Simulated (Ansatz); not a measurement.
# ZnGeAs2: energy against strain

ZnGeAs2 (chalcopyrite, I-42d, 22.359 Å³/atom and stress up to 0.01 GPa in the relaxed cell, c along z) under an equal strain ε in the (001) plane with the normal axis free, as in a coherent film. PBEsol in Ansatz, a plane-wave DFT program (PAW, default set), 420 eV, 8×8×8 Γ-centred mesh, Fermi-Dirac smearing 0.05 eV; ions are relaxed, or left where forces stay under 0.02 eV/Å, within the symmetry of each cell.

Here s stands for strain and y for E less E0.

| strain (%) | E less E0 (meV/atom) |
|---|---|
| -3.00 | ? |
| -1.50 | 3.47 |
| -0.75 | 0.85 |
| 0.00 | 0.00 |
| 0.75 | 0.82 |
| 1.50 | 3.20 |

The 5 complete rows are fitted with a parabola, y against s. Least squares gives y = 0.001 - 0.0760·s + 1.4819·s². Residuals (row less fit): 0.021, -0.042, -0.001, 0.042, -0.021; standard error 0.047 (degrees of freedom: 2). The quadratic coefficient over the volume, 1.4819 meV × 10⁴ × 0.1602 / 22.359 Å³, is the biaxial elastic modulus of this plane = 106 ± 2 GPa (± standard error of the fit, which holds the terms cut off).

Q: Predict the withheld y at s = -3.00 from the fit, and compare with the calculation.

A: y = 0.001 - 0.0760 × (-3.00) + 1.4819 × (-3.00)² = 13.566 meV/atom. The calculation gives 14.43 meV/atom, 0.864 meV/atom above the prediction (6.0 % of the range of y in the table). The row lies outside the fitted rows, so this is an extrapolation. From the scatter of the fitted rows alone, a prediction at this place has a standard error of 0.193 meV/atom, so the miss is 4.5 times that.

A polynomial of degree 3 through the 8 other runs of the series gives 14.41 there, so most of the miss is curvature that the fit leaves out. This level leaves no gap over 0.05 eV at strain 1.50 %. The start is a measured cell from the literature; how it stands against other phases or cation orders wasn't checked. Rows are the converged runs of the series near zero and its far end; series whose fitted rows scatter by over a few per cent of the range, as at a crossing or softening among them, aren't shown in this form, nor equations of state whose B0' disagrees with the runs' pressures. Most that stay on the fit to the last digits aren't either.
